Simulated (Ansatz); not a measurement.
Consider the following.

```xyz
2
Lattice="0.0000 2.1071 2.1071 2.1071 0.0000 2.1071 2.1071 2.1071 0.0000" Properties=species:S:1:pos:R:3 pbc="T T T"
Mg     0.0000     0.0000     0.0000
O      2.1071     2.1071     2.1071
```

Method: r2SCAN, rigid bands (plane waves, PAW, scalar-relativistic; Ansatz, a program for electronic structure). How the cell was made: cell and atoms relaxed with PBEsol.

Q: Predict the hole conductivity mass (n e² τ/σ) at 300 K, by direction if it differs.

A: 2.3 mₑ.

Q: What conductivity effective mass do dilute electrons have at 300 K?

A: 0.37 mₑ.

Q: And the band gap?

A: 5.61 eV at this level; semilocal functionals usually fall short of the measured gap.

Rigid bands, one relaxation time for all states, no polarons. Spin-orbit coupling is left out. Geometry: cell and atoms relaxed with PBEsol.
